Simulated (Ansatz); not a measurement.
## A computed series for hypothetical diamond Li: pressure series

Take Li in the diamond structure (space group Fd-3m, No. 227; a = 5.8781 Å; a hypothetical phase, not in the database extracts checked) as the base.

Cell and atoms are relaxed at each pressure.

Method: PBEsol/PAW in Ansatz (a quantum-chemistry and plane-wave program), no spin-orbit coupling.

Two rows of this table had their results exchanged by mistake.

| pressure | volume per atom (Å³) | shortest distance (Å) | band gap |
|---|---|---|---|
| pressure −1 GPa | 33.42 | 2.789 | zero |
| pressure 0.3 GPa | 24.13 | 2.502 | zero |
| pressure 0.7 GPa | 14.60 | 2.117 | zero |
| pressure 1.5 GPa | 20.75 | 2.380 | zero |
| pressure 3 GPa | 18.27 | 2.281 | zero |
| pressure 5 GPa | 16.23 | 2.193 | zero |
| pressure 7.5 GPa | 22.75 | 2.454 | zero |
| pressure 10 GPa | 13.44 | 2.059 | zero |

Q: Which two?

A: The rows for pressure 0.7 GPa and pressure 7.5 GPa: the volume has to fall steadily with pressure, so 22.75 Å³ belongs to pressure 0.7 GPa and 14.60 Å³ to pressure 7.5 GPa.

Load acts through the strain it causes; cell and atoms are relaxed under it. Stability against distortions was not tested. No other phases were tried under pressure.
